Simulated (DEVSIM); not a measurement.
Structure: Pt/HfO2/p-In0.53Ga0.47As capacitor, at 350 K.

Layer 1 from the left is HfO2, thickness (nm) 21.0. Layer 2 from the left is In0.53Ga0.47As, thickness (nm) 2500, Na (cm⁻³) 5.1e16.

Metal gate on the left, work function 5.6 eV. Fixed charge at the semiconductor interface -1e11 cm⁻² (in units of +e); no interface traps.

This is a model device: material constants are rounded textbook-type values typed into the input, and sizes, dopings and lifetimes were drawn at random. Values at 300 K; Nc and Nv go as T^1.5, mobilities as T to minus their exponent, the gap by Varshni's rule with the affinity fixed.

HfO2: gap (eV) 5.7, affinity (eV) 2.5, permittivity 22. In0.53Ga0.47As: gap (eV) 0.74, affinity (eV) 4.51, permittivity 13.9, Nc (cm⁻³) 2.1e17, Nv (cm⁻³) 7.7e18, Varshni α (eV/K) 0.00035, Varshni β (K) 190.

Q: Estimate by hand the flat-band voltage, the threshold voltage, and compare with a numerical solution.

A: 
- Flat-band voltage: C = 0.928 μF/cm², work-function difference 0.523 V; VFB = φms − qNf/C = 0.54 V; numerical 0.54 V.
- Threshold voltage: φF = 0.258 V, depletion charge √(4εqNφF) = 1.02e-7 C/cm²; VT = VFB + 2φF + Qd/C = 1.17 V; numerical 1.17 V.

Model (solved in DEVSIM): 1D Poisson equation in equilibrium, Boltzmann statistics, complete ionisation; no quantum confinement or tunnelling. Metal contacts follow the ideal Schottky-Mott rule: no Fermi-level pinning, no interface dipoles.
